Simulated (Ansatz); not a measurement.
Ansatz (a program for electronic structure) run on AgI (F-43m, 2 atoms in the cell): zone-centre phonon calculation.

Level of theory: LDA (PW92), default PAW files made with PBE (plane waves; Ansatz).

```xyz
2
Lattice="0.0000 3.2662 3.2662 3.2662 0.0000 3.2662 3.2662 3.2662 0.0000" Properties=species:S:1:pos:R:3 pbc="T T T"
Ag     0.0000     0.0000     0.0000
I      1.6331     1.6331     1.6331
```

Reference input (self-consistent single point, DFT, LDA (PW92), plane waves, default PAW files made with PBE): basis.ecutwfc = 420 eV; kpoints.mp_grid.grid = 7 7 7; hamiltonian.xc = lda; hamiltonian.pseudopotentials = {kind: paw} (the program's default PAW files); scf.occupations.method = fermi_dirac; scf.occupations.width = 0.05 eV. This run's input differs from it in these lines:

```diff
@@ -19,8 +19,9 @@
   occupations:
-    method: fermi_dirac
-    width: 0.05
-output:
-  forces: true
-  eigenvalues: true
-  stress: true
+    method: fixed
+  convergence:
+    dr2_threshold: 1.0e-11 eV
+phonons:
+  method: dfpt
+  dielectric: true
+  rigid_motions: translations
```

Output, abridged:

```
SCF iter   1: F=—  HF=-14814.261954 eV  |F-HF|=—  |Δ(HF+E_count)|=         —  Δρ=7.29e-3  dr2=2.97e-2  ethr=1.77e-3  ⟨swp⟩=5.3  Hψ=5701  notcnv=0  defer=120
all-band conjugate gradients solve this SCF's bands
preconditioner: auto → none
SCF iter   2: F=—  HF=-14814.254610 eV  |F-HF|=—  |Δ(HF+E_count)|=   7.34e-3  Δρ=3.51e-3  dr2=5.54e-3  ethr=8.25e-5  ⟨swp⟩=2.6  Hψ=3164  notcnv=0  defer=124
   [... lines left out ...]
SCF iter   6: F=—  HF=-14814.253161 eV  |F-HF|=—  |Δ(HF+E_count)|=   1.16e-5  Δρ=9.19e-6  dr2=3.32e-8  ethr=4.21e-9  ⟨swp⟩=2.2  Hψ=1829  notcnv=0  defer=122
SCF iter   7: F=—  HF=-14814.253161 eV  |F-HF|=—  |Δ(HF+E_count)|=  9.62e-10  Δρ=2.02e-6  dr2=2.42e-9  ethr=9.22e-11  ⟨swp⟩=2.0  Hψ=2304  notcnv=0  defer=121
SCF iter   8: F=—  HF=-14814.253161 eV  |F-HF|=—  |Δ(HF+E_count)|=  7.06e-10  Δρ=4.87e-7  dr2=1.39e-10  ethr=6.73e-12  ⟨swp⟩=2.0  Hψ=1697  notcnv=0  defer=121
SCF iter   9: F=-14814.253161 eV  HF=-14814.253161 eV  |F-HF|=1.09e-11  |Δ(HF+E_count)|=  2.18e-11  Δρ=2.61e-8  dr2=6.70e-13  ethr=1.00e-12  ⟨swp⟩=10.2  Hψ=8629  notcnv=0
SCF 1 converged in 9 iterations: F = -14814.253161 eV  dr2 = 6.70e-13
DFPT response loops at Γ: preconditioner auto → none (the input reference at scf.mixing.eps_inf says where Resta's filter doesn't serve); β = 0.50 …
── the response to a field inside a basis, on 8×8×8 k-points: an SCF that follows is theirs, and a resumed run solves both again ──
Crystal: 2 atoms, lattice volume = 69.691 Å³
Bands: 19, of which v1, the nominal top of the filled ones, is band 18 counted from 1 (17 counted from 0)
k-points: 60 of 512 (irreducible under 6 space group operations, time reversal used)
Initial density: handed on by an earlier stage of this run
Initial wavefunctions: pseudopotential atomic-orbital guess (no wavefunctions were taken with the density)
Eigensolver: Dense (60 Hₖ)
   [... lines left out ...]
WARN: field response: ε∞ stands inside a basis, on 8×8×8 points …
Free energy (F): -14814.253161 eV
Fermi energy:    6.224627 eV
   [... lines left out ...]
        109.45      1             0.6422
  optical modes at Γ + LO–TO along q̂ = [0.0000, 1.0000, 0.0000]:
      ω (cm⁻¹)  modes    IR ((D/Å)²/amu)
         92.17      2             1.2843
        109.45      1             0.6422
  optical modes at Γ + LO–TO along q̂ = [0.0000, 0.0000, 1.0000]:
      ω (cm⁻¹)  modes    IR ((D/Å)²/amu)
         92.17      2             1.2843
        109.45      1             0.6422
```

The run converged in 15 iterations. 

Summary of the result:
- Free energy E − TS (on the zero of these files) = -14814.2532 eV
- Top of the valence band (on the code's own zero) = 6.22 eV
- Gap on the k-point mesh = 1.05 eV
- Zone-centre frequencies (cm⁻¹; negative means imaginary) = 0, 0, 0, 92, 92, 92
- ε∞ at this k-point mesh, which may be far from converged in small-gap cells (xx, yy, zz) = 5.64, 5.64, 5.64
- Born charges at this mesh (mean of the diagonal, e) = Ag 1.27, I -1.27

The starting cell has typed, rounded lattice constants, without a prior relaxation at this level. Its lattice was rescaled by up to half a per cent. Spin-orbit coupling is off. The frequencies listed for the zone centre hold no LO-TO term.

Cost on one core of a shared machine: roughly 50 s.

Keys are those of Ansatz 0.2.
